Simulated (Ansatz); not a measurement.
ScCu2 (I4/mmm, No. 139; cell taken from a computed entry), treated with r²SCAN in Ansatz (PAW).

Run with plane-wave cutoff 560 eV, 24×24×24 k mesh, Fermi–Dirac smearing 0.05 eV, no spin polarisation, scalar-relativistic PAW data made under PBE.

Computed at the level's own relaxed cell.

**Question.** Predict the equilibrium lattice constant a, lattice parameter c and bulk modulus.

**Answer.** 
* **equilibrium lattice constant a**: 3.270 Å
* **lattice parameter c**: 8.335 Å
* **bulk modulus**: 112 GPa

The run finds no gap.

Note: the relaxation could not lower the start's symmetry, so the cell can be a saddle point above a distorted one; the bulk modulus is −V dP/dV from two relaxed cells at ±2 % in volume.

Ansatz is a program for electronic structure.
